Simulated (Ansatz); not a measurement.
## A computed series for Ta2N: pressure series

Base system: Ta₂N in the anti-CdI2 type structure (space group P-3m1, No. 164).

```
Ta2N
1.0
    3.06666     0.00000     0.00000
   -1.53333     2.65580     0.00000
    0.00000     0.00000     4.88450
N Ta
1 2
Direct
  0.00000   0.00000   0.00000
  0.33333   0.66667   0.25706
  0.66667   0.33333   0.74294
```

Cell and atoms are relaxed at each pressure.

Computed with Ansatz (a quantum-chemistry and plane-wave program), r2SCAN+rVV10, PAW, cutoff 500 eV, no SOC.

Two rows of this table had their results exchanged by mistake.

| pressure | volume per atom (Å³) | shortest distance (Å) | band gap |
|---|---|---|---|
| pressure −2 GPa | 13.35 | 2.175 | zero |
| pressure −1 GPa | 13.31 | 2.173 | zero |
| pressure 3 GPa | 13.13 | 2.165 | zero |
| pressure 7 GPa | 12.97 | 2.157 | zero |
| pressure 15 GPa | 12.67 | 2.143 | zero |
| pressure 30 GPa | 11.14 | 2.064 | zero |
| pressure 50 GPa | 11.67 | 2.092 | zero |
| pressure 75 GPa | 12.19 | 2.119 | zero |
| pressure 100 GPa | 10.70 | 2.040 | zero |

Q: Which two?

A: The rows for pressure 30 GPa and pressure 75 GPa: the volume has to fall steadily with pressure, so 12.19 Å³ belongs to pressure 30 GPa and 11.14 Å³ to pressure 75 GPa.

Load acts through the strain it causes; cell and atoms are relaxed under it. Stability against distortions was not tested. Competing high-pressure phases were not computed. The final runs are not spin-polarised. An odd electron count without spin: Ta2N.
